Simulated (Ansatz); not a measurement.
An Ansatz (an electronic-structure program) input (r2SCAN in Ansatz (plane waves to 500 eV, PAW, without spin-orbit coupling)):

Ansatz 0.2 input:
```yaml
crystal:
  lattice:
    - [3.3670727751, 0, 0]
    - [0, 3.3670727751, 0]
    - [0, 0, 3.3670727751]
  atoms:
    - { symbol: Bi, position: [0, 0, 0] }
    - { symbol: Ru, position: [0.5, 0.5, 0.5] }
basis: { ecutwfc: 500, ecutrho_ratio: 4, xc_grid: 4, fft_grid_basis: typed }
kpoints: { mp_grid: { grid: [14, 14, 14] } }
hamiltonian:
  xc: r2scan
  dispersion: none
  pseudopotentials: { kind: paw }
scf: { occupations: { method: fermi_dirac, width: 0.05 }, convergence: { dr2_threshold: 0.0000000002 } }
output: { forces: true, stress: true }
checkpoint: { write: state.ck, write_every: 1000 }
```

Which symmetry and how many k-points will the program report, and about how many plane waves at Γ?

Space group Pm-3m (ITA 221) with 48 operations, k-points 120 of 2744, and 949 plane waves at Γ.

Whether these cells are dynamically stable was not tested. The final runs are not spin-polarised. An odd electron count without spin: BiRu. The cell was made from AlRu by this change: Al → Bi; the result is a hypothetical phase, not in the database extracts checked. BiRu has a high density of states at the Fermi level and may be magnetic at this level.
